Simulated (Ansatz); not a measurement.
Consider ZnS in the wurtzite structure (space group P6_3mc, No. 186; a = 3.845 Å, c = 6.306 Å). Axes: x lies along a and z along c of the hexagonal cell.

Computed with plane-wave PAW DFT at the PBE level (Ansatz, a quantum-chemistry and plane-wave program, 420 eV), scalar-relativistic without spin-orbit coupling, earlier PAW set.

It is then changed as follows: uniaxial strain ε_zz = −1.08 %, all other strain components held at zero, atoms relaxed at fixed cell.

Q: Predict the stress tensor and what it implies for the stiffness.

A: Stress of the strained cell less that of the base (GPa, compression positive):
```
   0.43    0.00    0.00
   0.00    0.43    0.00
   0.00    0.00    1.50
```

Then −Δσ_ii/ε with ε = -0.0108 gives relaxed-ion elastic constants: C33 ≈ 139 GPa, C13 ≈ 40 GPa and C23 ≈ 40 GPa.

Whether these cells are dynamically stable was not tested.
